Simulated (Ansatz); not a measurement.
Base system: PbZrO3 in the cubic perovskite structure (space group Pm-3m, No. 221; a = 4.141 Å; a cell from a computed database, its experimental status unchecked).

Modification: 0.355 electrons added to each cell, a density of 5.0×10^21 cm⁻³, with a uniform compensating background at fixed cell and a 300 K Fermi–Dirac width.

Computed with DFT with PBEsol, PAW potentials and a 420 eV plane-wave cutoff in Ansatz (a quantum-chemistry and plane-wave program), no spin-orbit coupling.

Base, band edges from the VBM (valence, conduction): M 0.00, 4.31; R -0.03, 5.69; X -0.02, 2.34; Γ -0.39, 3.69 eV.

### Question
Give the band edges at the high-symmetry points of the new zone, measured from its valence-band maximum.

### Answer
| point | valence edge (eV) | conduction edge (eV) |
|---|---|---|
| Γ | -0.43 | 3.59 |
| X | 0.00 | 2.37 |
| M | -0.02 | 4.39 |
| R | -0.05 | 5.73 |

The gap is 2.37 eV, direct at X.

Charged cell with a jellium background: band edges are those of the host's band count, energies are not comparable with the neutral cell, and many-body gap narrowing is missing. With Pb present, leaving out spin-orbit coupling can change the band edges. No phonon test of stability was made. Many cubic perovskites are stable only at high temperature; tilts and polar distortions were not tested.
